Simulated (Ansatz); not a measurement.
System: ZnIn₂O₄ (model structure, started from the defect chalcopyrite type, I-4, No. 82, 7 atoms in the cell). Method: r²SCAN+SOC in Ansatz (plane waves, PAW).

Settings: plane-wave cutoff 560 eV, 10×10×10 k mesh, Fermi–Dirac smearing 0.01 eV, PAW data made under PBE.

Cell (relaxed with PBEsol):

```yaml
crystal:
  lattice:
    - [-2.34748, 2.34748, 5.01371]
    - [2.34748, -2.34748, 5.01371]
    - [2.34748, 2.34748, -5.01371]
  atoms:
    - { symbol: In, position: [0.50000, 0.50000, 0.00000] }
    - { symbol: In, position: [0.25000, 0.75000, 0.50000] }
    - { symbol: Zn, position: [0.00000, 0.00000, 0.00000] }
    - { symbol: O, position: [0.33499, 0.85330, 0.96228] }
    - { symbol: O, position: [0.89102, 0.37271, 0.03772] }
    - { symbol: O, position: [0.14670, 0.10898, 0.48169] }
    - { symbol: O, position: [0.62729, 0.66501, 0.51831] }
```

Q: Give the computed band gap.

A: 
- band gap = 1.27 eV (direct)

Note: the relaxation could raise the start's symmetry but not lower it, so the cell can be a saddle point; cell and atoms aren't relaxed at this level (largest force component 0.07 eV/Å).

Computed values are for the static lattice.

The result took about 12 core-minutes (a rough figure).

A model structure was made by putting elements into a prototype or built by hand; it is no filed structure, need not be a known phase, and can be a saddle point held by its symmetry.

Ansatz is a quantum-chemistry and plane-wave program.
